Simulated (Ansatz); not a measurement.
Structures of equal composition on the (111) surface of germanium (Ge plane on top): (√3x√3)R30° B adatom at H3; (√3x√3)R30° B adatom at T4. The slabs share one bottom face, and each structure is named by its start. These are constructed structures in small cells; real faces may alloy, dewet or reconstruct in larger ones, and not all known structures of the face are among them. Slabs of about 13 Å, Fermi-Dirac smearing of 0.025 eV. Bottom of the slabs: H caps. Relaxed from the named starts with such symmetry as they have, on meshes of like density; energies extrapolated to zero smearing; spin only where a row says so; no spin-orbit coupling, no U. Brackets mark spin-polarised runs, whose order is one that fits the cell. Where a second, spin-polarised start was run, the lower counts.

Method: PBE (plane waves to 420 eV, PAW; Ansatz, an electronic-structure program).

### Question
Order them by energy per 1x1 cell (lowest first) at the level PBE.

### Answer
(√3x√3)R30° B adatom at T4 (0.000 eV (3 B–Ge bonds formed), no gap on the mesh), (√3x√3)R30° B adatom at H3 (0.310 eV, no gap on the mesh)
